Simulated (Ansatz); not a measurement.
Structures of equal composition on the (111) surface of fcc Ni, ferromagnetic: a layer of Si in place of the second plane; a layer of Si in place of the third plane. The slabs share one bottom face, and each structure is named by its start. These are constructed structures in small cells; real faces may alloy, dewet or reconstruct in larger ones, and not all known structures of the face are among them. Slabs of about 10 Å with all that they carry, Fermi-Dirac smearing of 0.1 eV. Bottom of the slabs: a bare face, its two planes held. Relaxed from the named starts with such symmetry as they have, on meshes of like density; energies extrapolated to zero smearing; no spin-orbit coupling, no U. Spin-polarised runs, if any, are marked in brackets, and their order is one that fits the cell; the others ran without spin. Where a second, spin-polarised start was run, the lower counts.

Calculation: PBE (plane waves to 420 eV, PAW; Ansatz, an electronic-structure program).

Q: Order them by energy per 1x1 cell (lowest first) at the level PBE.

A: a layer of Si in place of the second plane (0.000 eV [spin, 2.1 μB a cell]), a layer of Si in place of the third plane (0.059 eV [spin, 2.1 μB a cell])
